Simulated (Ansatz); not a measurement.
We consider rock-salt NdN, described by r²SCAN+rVV10 in Ansatz (plane waves, PAW).

Run with plane-wave cutoff 560 eV, 18×18×18 k mesh, Fermi–Dirac smearing 0.05 eV, spin-polarised with parallel moments, scalar-relativistic PAW data made under PBE.

Cell (relaxed at this level):

```yaml
crystal:
  lattice:
    - [0.00000, 2.54666, 2.54666]
    - [2.54666, 0.00000, 2.54666]
    - [2.54666, 2.54666, 0.00000]
  atoms:
    - { symbol: Nd, position: [0.00000, 0.00000, 0.00000], spin: 3.0 }
    - { symbol: N, position: [0.50000, 0.50000, 0.50000] }
```

Problem. Estimate the bulk modulus and pressure derivative B′ of the bulk modulus that the calculation returns.

Solution. 
bulk modulus: 142 GPa
pressure derivative B′ of the bulk modulus: 3.9

Note: the magnetic order was assumed, not searched for or taken from measurement; the 4f shell is treated without U or exact exchange, so its levels and filling can be wrong.

Spins in the cell block are starting values.

Spin–orbit coupling is not included; it can open a gap where bands touch, and shift volumes and moduli.

The computed numbers hold no vibrational or temperature effects.

It cost roughly 12 core-minutes of CPU time.

Ansatz is a first-principles code.
